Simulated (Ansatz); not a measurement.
Ansatz (a first-principles code) run on MoRu3 (P3m1, 8 atoms in the cell): self-consistent single point.

Computed with PBEsol, default PAW files made with PBE (plane waves; Ansatz).

```
CELL_PARAMETERS angstrom
      5.44779     0.00000     0.00000
     -2.72389     4.71792     0.00000
      0.00000     0.00000     4.32848
ATOMIC_POSITIONS crystal
  Mo 0.66667 0.33333 0.26155
  Mo 0.33333 0.66667 0.75000
  Ru 0.83388 0.16612 0.75000
  Ru 0.16612 0.83388 0.25000
  Ru 0.66776 0.83388 0.25000
  Ru 0.33224 0.16612 0.75000
  Ru 0.83388 0.66776 0.75000
  Ru 0.16612 0.33224 0.25000
```

Reference input (self-consistent single point, DFT, PBEsol, plane waves, default PAW files made with PBE): basis.ecutwfc = 420 eV; kpoints.mp_grid.grid = 4 4 5; hamiltonian.xc = pbesol; hamiltonian.pseudopotentials = {kind: paw} (the program's default PAW files); scf.occupations.method = fermi_dirac; scf.occupations.width = 0.1 eV. This run's input differs from it in these lines:

Ansatz 0.2 input:
```diff
@@ -18,3 +18,3 @@
 kpoints:
-  mp_grid: { grid: [4, 4, 5] }
+  mp_grid: { grid: [7, 7, 8] }
 hamiltonian:
@@ -23,3 +23,3 @@
 scf:
-  occupations: { method: fermi_dirac, width: 0.1 }
+  occupations: { method: fermi_dirac, width: 0.2 }
 output:
```

Log, with long lists cut:

```
SCF iter   1: F=—  HF=-44694.912414 eV  |F-HF|=—  |Δ(HF+E_count)|=         —  Δρ=1.30e-2  dr2=2.46e-1  ethr=1.77e-3  ⟨swp⟩=5.0  Hψ=13272  notcnv=0
all-band conjugate gradients solve this SCF's bands
preconditioner: auto → Kerker (q_TF=auto, 2.778 Å⁻¹)
SCF iter   2: F=—  HF=-44694.899134 eV  |F-HF|=—  |Δ(HF+E_count)|=   1.33e-2  Δρ=6.45e-3  dr2=6.49e-2  ethr=1.99e-4  ⟨swp⟩=1.0  Hψ=4732  notcnv=0
SCF iter   3: F=—  HF=-44694.894612 eV  |F-HF|=—  |Δ(HF+E_count)|=   4.52e-3  Δρ=8.60e-4  dr2=8.75e-4  ethr=5.24e-5  ⟨swp⟩=1.1  Hψ=4111  notcnv=0
SCF iter   4: F=—  HF=-44694.894513 eV  |F-HF|=—  |Δ(HF+E_count)|=   9.89e-5  Δρ=1.22e-4  dr2=1.19e-5  ethr=7.06e-7  ⟨swp⟩=2.1  Hψ=7084  notcnv=0
SCF iter   5: F=—  HF=-44694.894443 eV  |F-HF|=—  |Δ(HF+E_count)|=   6.99e-5  Δρ=4.91e-5  dr2=3.72e-6  ethr=9.59e-9  ⟨swp⟩=2.0  Hψ=6310  notcnv=0
SCF iter   6: F=-44694.894443 eV  HF=-44694.894443 eV  |F-HF|=1.42e-8  |Δ(HF+E_count)|=   2.45e-7  Δρ=8.25e-6  dr2=5.28e-8  ethr=8.06e-11  ⟨swp⟩=3.8  Hψ=15593  notcnv=0
SCF 1 converged in 6 iterations: F = -44694.894443 eV  dr2 = 5.28e-8
Free energy (F): -44694.894443 eV
Internal energy: -44693.932105 eV  (E = F + TS)
E sigma→0 (E₀):  -44694.413274 eV
Entropy (-TS):   -0.962338 eV (-120.292 meV/atom)
Fermi energy:    22.806700 eV
--- Forces (eV/Å), atoms counted from 1 ---
  atom   1  Mo    -0.00000000    -0.00000000    -0.41483841
  atom   2  Mo    -0.00000000     0.00000000    -0.06569198
  atom   3  Ru    -0.03296552     0.01903265     0.10667370
  atom   4  Ru     0.04612386    -0.02662962     0.05350696
  atom   5  Ru    -0.04612385    -0.02662962     0.05350696
  atom   6  Ru     0.03296552     0.01903265     0.10667370
  atom   7  Ru     0.00000000    -0.03806530     0.10667370
  atom   8  Ru    -0.00000000     0.05325924     0.05350696
--- Stress (GPa, compression-positive) ---
       -1.956459       0.000000      -0.000000
        0.000000      -1.956459       0.000000
       -0.000000       0.000000      -2.345622
  P = ⅓ Tr σ = -2.0862 GPa (-20.862 kbar)
  The stress holds the Pulay correction. Without it, at fixed plane waves, as pw.x and ABINIT print it: P = -2.1252 GPa
```

The run converged in 6 iterations. Against the reference run the free energy falls by 53.9 meV/atom, the pressure goes from -2.69 to -2.09 GPa and the largest force goes from 0.364 to 0.415 eV/Å.

The starting cell comes from a database of computed structures (which also holds hypothetical and non-ambient phases and stackings), without a prior relaxation at this level. Its lattice was rescaled by up to half a per cent. One atom was moved a little off its site on purpose. Spin polarisation is off. Ansatz's pressure includes its estimate of the finite-basis (Pulay) stress.

Cost on one core of a shared machine: roughly 30 s.
